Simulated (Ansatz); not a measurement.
Start from TiO2 in the rutile structure (space group P4_2/mnm, No. 136; a = 4.644 Å, c = 2.964 Å). Axes: x, y, z lie along a, b, c of the conventional cell.

It is then changed as follows: tensile biaxial strain of 0.74 % in the plane normal to [001], as in epitaxy on a mismatched substrate; the out-of-plane cell vector and the atoms relax.

Calculations: plane-wave PAW DFT at the PBE level (Ansatz, a program for electronic structure, 420 eV), scalar-relativistic without spin-orbit coupling, earlier PAW set.

Base, band edges from the VBM (valence, conduction): A -0.66, 2.56; M -1.03, 1.90; R -0.98, 1.91; X -0.71, 2.51; Z -1.40, 2.91; Γ 0.00, 1.86 eV.

Problem. Give the band edges at the high-symmetry points of the new zone, measured from its valence-band maximum.

Solution. 
| point | valence edge (eV) | conduction edge (eV) |
|---|---|---|
| Γ | 0.00 | 1.88 |
| X | -0.68 | 2.52 |
| M | -0.99 | 1.91 |
| Z | -1.37 | 2.89 |
| R | -0.93 | 1.93 |
| A | -0.65 | 2.57 |

The gap is 1.88 eV, direct at Γ.

Whether these cells are dynamically stable was not tested. All final runs are without spin polarisation.
